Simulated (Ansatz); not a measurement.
Base system: HfO₂ in the fluorite structure (space group Fm-3m, No. 225; a = 5.058 Å).

Level of theory: Ansatz (a program for electronic structure), r2SCAN, PAW, cutoff 500 eV, no spin-orbit coupling.

For the base:

The gap between the host's bands comes out as 4.30 eV.

Modification: electron doping at 5.0×10^21 cm⁻³ (0.162 per cell), with a uniform compensating background at fixed cell and a 300 K Fermi–Dirac width.

Problem. How does this affect the Fermi level from band edge?

Solution. The Fermi level relative to the doped band's edge (positive inside the band; to 0.05 eV) comes out as +0.40 eV.

Problem. What happens to the gap between the host's bands?

Solution. The gap between the host's bands stays 4.30 eV.

Carriers are added with a uniform compensating background; total energy and stress of such cells depend on the potential's zero and are not compared; many-body gap narrowing is missing at this level. With Hf present, leaving out spin-orbit coupling can change the band edges. Whether these cells are dynamically stable was not tested. This is not the structure that HfO2 has at room temperature and ambient pressure.
